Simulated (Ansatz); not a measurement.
The reference is CsGeI₃ (space group R3m, No. 160; a = 8.4467 Å, c = 10.8444 Å (hexagonal axes)).

Level of theory: Kohn–Sham DFT with the r2SCAN functional, run in Ansatz (a quantum-chemistry and plane-wave program) with PAW and 500 eV plane waves, no SOC.

Before the change:

* **Band gap**: 1.16 eV
* **Lattice parameter a**: 8.447 Å

It is then changed as follows: Cl takes the place of I on all its sites, then cell and atoms are relaxed.

Task: Predict the new band gap and lattice parameter a.

Result: The band gap increases by 1.22 eV to 2.38 eV; the lattice parameter a falls by 0.7502 Å to 7.696 Å.

Spin-orbit coupling, missing from the scalar runs, can matter with I. No phonon test of stability was made. For CsGeCl3 in this form, whether it has been made was not checked. The base started in Cm and relaxed to R3m at this level.
